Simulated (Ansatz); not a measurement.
Consider SnAu5 (space group R32, No. 155; a = 5.1009 Å, c = 14.2790 Å (hexagonal axes)). Axes: x lies along a and z along c of the hexagonal cell.

All numbers come from Kohn–Sham DFT with the PBEsol functional, run in Ansatz (an electronic-structure program) with PAW and 420 eV plane waves, spin-orbit coupling left out.

It is then changed as follows: an isotropic linear strain of −2.57 %, atoms relaxed at fixed cell.

Task: Predict the stress tensor and what it implies for the stiffness.

Result: Stress of the strained cell less that of the base (GPa, compression positive):
```
   14.2     0.0     0.0
    0.0    14.2     0.0
    0.0     0.0    14.6
```

Then B = −ΔP/(ΔV/V₀) with ΔV/V₀ = -0.0751 gives secant stiffness values (nonlinear terms included at this strain): B (at held cell shape, above the free-shape value) ≈ 190 GPa.

As a check, the harmonic strain energy −½ V₀ Δσ:ε is 62 meV/atom; the computed energy rise is 55 meV/atom.

Whether these cells are dynamically stable was not tested.
